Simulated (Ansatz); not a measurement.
LiPbN (model structure, started from the NaSnP type, P6₃mc, No. 186, 6 atoms in the cell), treated with G0W0@PBEsol (hard PAW, contour deformation; Ansatz, an electronic-structure program).

The cell is the one relaxed with PBEsol. Conventional cell: a = 3.3712 Å, b = 3.3712 Å, c = 10.1667 Å, α = 90.00°, β = 90.00°, γ = 120.00°.

One run with a 6×6×2 mesh, response cutoff 100 eV and 417 empty bands, not extrapolated in mesh or basis; no spin–orbit coupling.

Highest filled and lowest empty level by k point (fractions of the reciprocal vectors of the cell (3.371 -0.000 -0.000) (-1.686 2.920 0.000) (-0.000 0.000 10.167) Å; eV from the valence maximum of each method):

```json
[
 {"k": "0 0 0", "PBEsol filled": "-0.08", "PBEsol empty": "0.99", "QP filled": "-0.06", "QP empty": "1.34"},
 {"k": "0 0.167 -0.5", "PBEsol filled": "-0.77", "PBEsol empty": "2.80", "QP filled": "-0.75", "QP empty": "3.36"},
 {"k": "0 0.333 0", "PBEsol filled": "-0.35", "PBEsol empty": "1.98", "QP filled": "(withheld)", "QP empty": "(withheld)"},
 {"k": "0 -0.5 0", "PBEsol filled": "-1.07", "PBEsol empty": "1.02", "QP filled": "-1.23", "QP empty": "1.40"},
 {"k": "0 -0.5 -0.5", "PBEsol filled": "-1.22", "PBEsol empty": "1.54", "QP filled": "-1.38", "QP empty": "1.99"},
 {"k": "0.167 0.167 -0.5", "PBEsol filled": "-0.63", "PBEsol empty": "3.16", "QP filled": "-0.70", "QP empty": "3.70"},
 {"k": "0.167 0.333 0", "PBEsol filled": "-0.83", "PBEsol empty": "1.82", "QP filled": "-0.94", "QP empty": "2.25"},
 {"k": "0.333 0.333 -0.5", "PBEsol filled": "-1.21", "PBEsol empty": "2.10", "QP filled": "(withheld)", "QP empty": "(withheld)"}
]
```

Estimate the withheld levels to about 0.1 eV.


- 0 0.333 0, QP filled: -0.41
- 0 0.333 0, QP empty: 2.43
- 0.333 0.333 -0.5, QP filled: -1.40
- 0.333 0.333 -0.5, QP empty: 2.52

Note: filled d or f shells below the valence bands can shift G0W0 gaps through exchange with them, which wasn't tested here; the relaxation could raise the start's symmetry but not lower it, so the cell can be a saddle point.

A model structure was made by putting elements into a prototype or built by hand; it is no filed structure, need not be a known phase, and can be a saddle point held by its symmetry.
